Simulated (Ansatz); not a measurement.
C (model structure, I4/mmm, No. 139) was calculated with G0W0@PBEsol (hard PAW, contour deformation; Ansatz, a quantum-chemistry and plane-wave program).

The cell is the one relaxed with PBEsol. Conventional cell: a = 4.3564 Å, b = 4.3564 Å, c = 2.4989 Å, α = 90.00°, β = 90.00°, γ = 90.00°.

One run with a 12×12×12 mesh, response cutoff 100 eV and 99 empty bands, not extrapolated in mesh or basis; no spin–orbit coupling.

Highest filled and lowest empty level by k point (fractions of the reciprocal vectors of the cell (-2.178 2.178 1.249) (2.178 -2.178 1.249) (2.178 2.178 -1.249) Å; eV from the valence maximum of each method):

| k | PBEsol filled | PBEsol empty | QP filled | QP empty |
|---|---|---|---|---|
| 0 0 0 | -0.92 | 4.38 | -1.03 | 5.89 |
| 0 0.0833 0.0833 | -1.84 | 4.38 | [?] | [?] |
| 0.0833 0.417 0.0833 | -3.45 | 4.51 | [?] | [?] |
| 0.0833 -0.167 0.167 | -2.29 | 4.77 | [?] | [?] |
| 0.167 -0.5 -0.417 | -2.62 | 7.69 | [?] | [?] |
| 0.167 -0.25 0.333 | -2.35 | 5.64 | [?] | [?] |
| 0.25 -0.417 0.417 | -1.88 | 6.70 | [?] | [?] |
| 0.333 0.417 -0.417 | -1.73 | 7.61 | [?] | [?] |

Problem. Complete the blanks.

Solution. 
- 0 0.0833 0.0833, QP filled: -2.01
- 0 0.0833 0.0833, QP empty: 5.76
- 0.0833 0.417 0.0833, QP filled: -3.72
- 0.0833 0.417 0.0833, QP empty: 5.73
- 0.0833 -0.167 0.167, QP filled: -2.50
- 0.0833 -0.167 0.167, QP empty: 6.16
- 0.167 -0.5 -0.417, QP filled: -2.84
- 0.167 -0.5 -0.417, QP empty: 9.35
- 0.167 -0.25 0.333, QP filled: -2.54
- 0.167 -0.25 0.333, QP empty: 7.13
- 0.25 -0.417 0.417, QP filled: -2.04
- 0.25 -0.417 0.417, QP empty: 8.37
- 0.333 0.417 -0.417, QP filled: -1.88
- 0.333 0.417 -0.417, QP empty: 9.37

Note: the cell keeps the symmetry of its start, so it can be a saddle point.

A model structure was made by putting elements into a prototype or built by hand; it is no filed structure, need not be a known phase, and can be a saddle point held by its symmetry.
